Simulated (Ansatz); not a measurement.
**Response to strain in hypothetical P4_2/mnm GaN**

Base system: GaN (space group P4_2/mnm, No. 136; a = 5.470 Å, c = 3.183 Å; a hypothetical phase, not in the database extracts checked). Axes: x, y, z lie along a, b, c of the conventional cell.

Strains are applied to the cell and any free atomic positions relax; under biaxial strain the out-of-plane vector relaxes too.

Levels (all Ansatz, a quantum-chemistry and plane-wave program, PAW): PBEsol (420 eV, without spin-orbit coupling); r2SCAN (500 eV, scalar-relativistic without spin-orbit coupling); HSE06 (420 eV, no SOC).

Band gaps by level, all at the geometries relaxed with PBEsol:

```tsv
case	PBEsol	r2SCAN	HSE06
base	1.87 eV	2.33 eV	3.18 eV
biaxial strain +1.17 %, plane normal [001], relaxed out of plane	1.82 eV	2.27 eV	3.11 eV
strain tensor (xx, yy, zz, yz, xz, xy) = (+0.52, −0.36, −1.45, +1.66, +2.39, −2.09) %	1.75 eV	2.21 eV	3.07 eV
strain tensor (xx, yy, zz, yz, xz, xy) = (−0.83, +1.04, +1.77, −0.87, +1.86, +1.29) %	1.56 eV	2.01 eV	2.84 eV
```

Single points use the geometry relaxed with PBEsol. The hybrid gap comes from the SCF mesh plus the semilocal run's edge points and a few special points and is an upper bound. No phonon test of stability was made.
